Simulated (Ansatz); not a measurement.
Cost and result by functional for the surface energy of the (30-31) surface of hcp Y in its 1x1 cell, outermost plane spacing 0.52 Å in the ideal cut, in Ansatz (plane waves, PAW). Single points on the PBE structure, on one kind of machine; costs are rough ratios of the slab run's core time (references not counted) to the cheapest single point. r2SCAN's cost holds its higher cutoff (500 against 420 eV). Differences are taken against r2SCAN for comparison alone: no measured value is at hand, so the table doesn't rank accuracy.

Model: 22-atom slab, 10.9 Å thick at the start, 10x3x1 mesh, Fermi-Dirac 0.1 eV, dipole correction, all atoms relaxed; held to the part of the start's symmetry that mesh and held atoms allow; no spin, no spin-orbit, no U. These notes are the PBE run's.

```tsv
functional	relative cost	surface energy (J/m²)	less r2SCAN (J/m²)
LDA	1	1.11	0.05
RPBE	1	0.92	-0.14
PBEsol	1	1.08	0.02
r2SCAN	2	1.06	0.00
PBE (the relaxed run's value)	–	0.99	-0.07
```

The values span 0.19 J/m², while the single points' costs differ by a factor of roughly 2. Differences are of unrounded values.

Ansatz is a first-principles code.
